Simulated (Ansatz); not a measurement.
For CsCl-type AuZn (cubic form, which distorts at low temperature), LDA (plane waves, PAW; Ansatz, a quantum-chemistry and plane-wave program) gives:

lattice constant a: 3.096 Å
bulk modulus: 159 GPa
cohesive energy: 3.33 eV/atom
formation enthalpy: -0.225 eV/atom

Problem. What does PBE0 (PAW; Ansatz) give for the same quantities?

Solution. 
- lattice constant a: 3.169 Å (increases by 2.4 %)
- bulk modulus: 124 GPa (drops by 22 %)
- cohesive energy: 2.29 eV/atom (decreases by 1.04 eV/atom)
- formation enthalpy: -0.253 eV/atom (moves by -0.028 eV/atom)

For comparison: bulk modulus 131 GPa (measured, temperature not stated, not corrected to a static lattice; as tabulated in Nepal et al. (2020), arXiv:2007.11150); formation enthalpy -0.235 ± 0.04 eV/atom (measured, temperature not stated, not corrected to a static lattice; as tabulated in Nepal et al. (2020), arXiv:2007.11150).

Changes are worked out from the printed values.

Unless a cell is named, each level is at its own relaxed cell (LDA 14.83, PBE0 15.91 Å³/atom).

Levels without +SOC leave out spin–orbit coupling, which shifts energies and cells of such heavy elements.

Caveats: symmetry holds this phase in the static calculation, where it need not be a minimum (LDA, PBE0). Ansatz's density-functional and Hartree–Fock values are scalar-relativistic unless marked +SOC, with PAW data made under PBE.
